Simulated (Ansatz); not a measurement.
Start from TiTe₂ in the CdI2 type structure (space group P-3m1, No. 164; a = 3.697 Å, c = 6.384 Å; layered, stacked along the Cartesian z axis).

(Cell as relaxed with PBE-D3(BJ).)

Levels (all Ansatz, a quantum-chemistry and plane-wave program, PAW): PBE-D3(BJ) (420 eV, spin-orbit coupling left out); r2SCAN+rVV10 (500 eV, no spin-orbit coupling).

Each level relaxes its own structure.

| base | PBE-D3(BJ) | r2SCAN+rVV10 |
|---|---|---|
| volume per atom | 25.19 Å³ | 27.29 Å³ |
| lattice parameter a | 3.697 Å | 3.784 Å |
| band gap | zero | zero |

One thing is altered: a hydrostatic pressure of 10 GPa.

```json
[
 {"quantity": "lattice parameter a", "PBE-D3(BJ)": "3.516 Å", "r2SCAN+rVV10": "[?]"},
 {"quantity": "c/a ratio", "PBE-D3(BJ)": "1.724", "r2SCAN+rVV10": "[?]"}
]
```

**Question.** Predict the r2SCAN+rVV10 column.

**Answer.** 
- lattice parameter a, r2SCAN+rVV10: 3.597 Å
- c/a ratio, r2SCAN+rVV10: 1.695

PBE-D3(BJ)'s lattice parameter a lies 0.0804 Å below r2SCAN+rVV10's (2.2 %); PBE-D3(BJ)'s c/a ratio lies 0.0298 above r2SCAN+rVV10's. Neither level is exact; r2SCAN+rVV10 is the comparison here, not a measurement.

Load acts through the strain it causes; cell and atoms are relaxed under it. Stability against distortions was not tested. No other phases were tried under pressure. The final runs are not spin-polarised.
